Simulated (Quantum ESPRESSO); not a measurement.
## A short convergence ladder for NaMoO2 (R3m, 4 atoms in the cell)

```yaml
crystal:
  lattice:
    - [1.60869, -0.92878, 5.19322]
    - [0.00000, 1.85756, 5.19322]
    - [-1.60869, -0.92878, 5.19322]
  atoms:
    - { symbol: Na, position: [0.50321, 0.50321, 0.50321] }
    - { symbol: Mo, position: [0.00000, 0.00000, 0.00000], spin: 2.0 }
    - { symbol: O, position: [0.26510, 0.26510, 0.26510] }
    - { symbol: O, position: [0.73490, 0.73490, 0.73490] }
```
(The spins are starting values, not results.)

Base method: LDA (PZ), GBRV 1.5 ultrasoft (LDA) pseudopotentials (plane waves; Quantum ESPRESSO 7.5).

Base settings: ecutwfc = 40 Ry; ecutrho = 320 Ry; occupations = smearing; smearing = fermi-dirac; degauss = 0.0036749 Ry; nspin = 2; potentials = {Na: na_lda_v1.5.uspp.F.UPF, Mo: mo_lda_v1.uspp.F.UPF, O: o_lda_v1.2.uspp.F.UPF}; K_POINTS = automatic 4 4 4 0 0 0; conv_thr = 1e-10 Ry; mixing_beta = 0.4.

The count of work is k-points × plane waves × bands × iterations; it is no time. 

**The k-point mesh**

The second cell is the first with its lattice scaled by 0.98.

Only quantities that move along the ladder and can be compared are tabulated.

The magnetic state is not the same in all runs (site moments differ, or a search went on to a lower state), so steps between rows are not convergence errors alone.

| K_POINTS | free energy less the last step's (meV/atom) | energy of the compressed cell less the first (meV/atom) | pressure (GPa) | largest difference of a force vector from the last step's (eV/Å) | net moment (μB/atom) | count of work / last |
|---|---|---|---|---|---|---|
| automatic 2 2 2 0 0 0 | -53.75 | -46.24 | -15.53 | 0.151 | 0.125 | 0.041 |
| automatic 4 4 4 0 0 0 | 8.80 | -40.10 | -13.98 | 0.193 | 0.205 | 0.13 |
| automatic 5 5 5 0 0 0 | -3.09 | -44.80 | -15.12 | 0.041 | 0.000 | 0.33 |
| automatic 9 9 9 0 0 0 | 0.00 | -44.07 | -14.96 | 0.000 | 0.000 | 1.0 |

Coarsest K_POINTS that holds the net moment within 0.02 μB/atom of the last step, with all finer ones: automatic 5 5 5 0 0 0, at 0.33 of the last step's count of work; the step before is off by 0.20 μB/atom.

Coarsest K_POINTS that holds the free energy within 5 meV/atom: not settled: the last two steps still differ by 3.1 meV/atom, over half the tolerance, so the ladder does not show it.

Coarsest K_POINTS that holds the pressure within 0.5 GPa of the last step, with all finer ones: automatic 5 5 5 0 0 0, at 0.33 of the last step's count of work; the step before is off by 0.99 GPa.

On the base run: the starting cell comes from a database of computed structures (which also holds hypothetical and non-ambient phases and stackings), without a prior relaxation at this level. Its lattice was rescaled by up to half a per cent. One atom was moved a little off its site on purpose. The moments shrank to a small part of their start, a low-spin state that need not be the lowest. In the base run, with a pressure of about -14 GPa the cell is away from its equilibrium volume at this level. Without a gap this mesh is coarse (it stands for a supercell whose shortest vector is 13 Å).
